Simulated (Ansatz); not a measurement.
ZnSe under load (space group F-43m), r2SCAN with spin-orbit coupling, rigid bands (Ansatz, an electronic-structure program). Condition of this run: hydrostatic pressure 10 GPa (the target of the relaxation). Band gap 2.27 eV, N_c = 1.43e18 cm⁻³ and N_v = 2.23e19 cm⁻³ at 300 K, conductivity masses of 0.150 mₑ (electrons) and 0.585 mₑ (holes). Take k_BT = 0.02585 eV.

**Question.** What thermal injection velocity √(2k_BT/πm) limits a ballistic channel?

**Answer.** 1.39e7 cm/s for electrons and 7.03e6 cm/s for holes, a ratio of √(m_h/m_e) = 1.97, for dilute carriers.

**Question.** What built-in voltage has an abrupt junction with N_A = 1e17 and N_D = 1e17 cm⁻³, all dopants ionised?

**Answer.** V_bi = E_g/e − (k_BT/e) ln(N_c N_v/(N_A N_D)) = 2.27 − 0.02585 × 8.07 = 2.06 V, for the computed gap.

**Question.** Find the intrinsic carrier density and the intrinsic Fermi level.

**Answer.** n_i = √(N_c N_v) exp(−E_g/2k_BT) = 5.65e18 × exp(−43.90) = 4.8e-1 cm⁻³. The level lies (k_BT/2) ln(N_v/N_c) = 36 meV from mid-gap (positive towards the conduction band). Each 0.1 eV added to the gap lowers n_i by a factor of 6.9.

Rigid bands with the computed gap; masses take one relaxation time for all states.
